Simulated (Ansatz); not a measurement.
An input for Ansatz (PBEsol) and the part of its output that reports the quasi-harmonic study. Lengths are of the primitive cell. 

Ansatz 0.2 input:
```yaml
crystal:
  lattice:
    - [5.6866485559, 0.0, 0.0]
    - [-2.8433242779, 4.9247821118, 0.0]
    - [0.0, 0.0, 4.6097820614]
  atoms:
    - { symbol: Ti, position: [0.8303945519, 0.6607891038, 0.25] }
    - { symbol: Ti, position: [0.1696054481, 0.8303945519, 0.75] }
    - { symbol: Ti, position: [0.3392108962, 0.1696054481, 0.25] }
    - { symbol: Ti, position: [0.1696054481, 0.3392108962, 0.75] }
    - { symbol: Ti, position: [0.8303945519, 0.1696054481, 0.25] }
    - { symbol: Ti, position: [0.6607891038, 0.8303945519, 0.75] }
    - { symbol: Al, position: [0.3333333333, 0.6666666667, 0.25] }
    - { symbol: Al, position: [0.6666666667, 0.3333333333, 0.75] }
kpoints:
  mp_grid: { grid: [8, 8, 8] }
hamiltonian:
  xc: pbesol
  pseudopotentials: { kind: paw }
scf:
  occupations: { method: methfessel_paxton, width: 0.15 }
phonons:
  method: dfpt
  qmesh: [2, 2, 2]
  temperatures: { t_max: 1000, t_step: 25 }
  thermal_expansion: {}
checkpoint:
  write: run
```

```
--- Thermal expansion: 17 cells in 3 rounds, 0 GPa ---
  no lower state was reached at cell 6; its state was not examined: fill_not_monotonic
  without vibrations: a 5.68777, b 5.68777, c 4.60687 Å, V 129.0686 Å³, B 121.76 GPa
  at 0 K: a 5.69617, b 5.69617, c 4.61415 Å, V 129.6550 Å³, B 120.21 GPa
  zero-point expansion: a +0.148, b +0.148, c +0.158, V +0.454 %
      T/K        a/Å        b/Å        c/Å       V/Å³ | expansion of a, b, c, V (1e-6/K)   | that of V in the mean from 25 °C | C_P, C_V (J/mol K of the cell) | B_T, B_S (GPa)
     0.00    5.69617    5.69617    4.61415   129.6550 |    0.00    0.00    0.00    0.00 |   14.93 |     0.000     0.000 |   120.21   120.21
   100.00    5.69697    5.69697    4.61467   129.7057 |    4.05    4.05    3.58   11.68 |   20.50 |    92.954    92.827 |   119.89   120.06
   200.00    5.70034    5.70034    4.61732   129.9340 |    7.15    7.15    7.31   21.61 |   23.52 |   162.773   161.905 |   118.75   119.38
   298.15    5.70464    5.70464    4.62103   130.2346 |    8.07    8.07    8.86   25.00 |       - |   185.496   183.780 |   117.43   118.53
   375.00    5.70827    5.70827    4.62430   130.4924 |    8.43    8.43    9.52   26.38 |   25.76 |   194.273   191.888 |   116.36   117.80
   475.00    5.71319    5.71319    4.62883   130.8456 |    8.80    8.80   10.03   27.62 |   26.53 |   201.598   198.316 |   114.94   116.84
   575.00    5.71832    5.71832    4.63355   131.2143 |    9.16    9.16   10.32   28.64 |   27.17 |   207.240   203.011 |   113.48   115.85
   675.00    5.72367    5.72367    4.63838   131.5969 |    9.56    9.56   10.49   29.60 |   27.76 |   212.447   207.196 |   112.00   114.84
   775.00    5.72927    5.72927    4.64327   131.9935 |    9.99    9.99   10.61   30.58 |   28.32 |   217.641   211.276 |   110.47   113.80
   875.00    5.73512    5.73512    4.64823   132.4045 |   10.43   10.43   10.73   31.59 |   28.88 |   222.926   215.342 |   108.90   112.74
   975.00    5.74123    5.74123    4.65325   132.8304 |   10.88   10.88   10.89   32.65 |   29.45 |   228.302   219.383 |   107.29   111.65
  1000.00    5.74280    5.74280    4.65452   132.9393 |   10.99   10.99   10.94   32.92 |   29.59 |   229.659   220.387 |   106.88   111.37
  stiffness (GPa) against the strains that keep the symmetry, 3 along the crystal's axis
    without vibrations: C11 + C12 289.65, C13 68.08, C33 246.70
  the static fit leaves 0.001 meV an atom of the energies and, of the stresses, 0.000 GPa of each cell's largest along a strain (root mean squares over the cells), whose Pulay part it has at -0.016 GPa
  vibrations' free energy: its fit passes through its cells
  the electrons' free energy at temperature is in it; its fit leaves 0.0063 meV an atom at the most
  free energies summed between the sampled wave vectors
  estimated error of the fitted expansion in any direction: up to 0.354e-6/K, at 1000 K (an estimate, not a bound: it was exceeded on models of known expansion)
  by sums over the sampled wave vectors an expansion of the volume parts by up to 0.35e-6/K
  by a static energy of one degree less an expansion of the volume parts by up to 0.00e-6/K
```

Warnings of the run: phonon_interpolation_lacks_quadrupole_term, thermal_expansion_settings.

Cost: around 10 core-hours (rough).

The crystal is held in this phase throughout; melting and phase transitions are not modelled.

The PAW data sets were generated under PBE and serve the other functionals too.

Ansatz is a first-principles code.
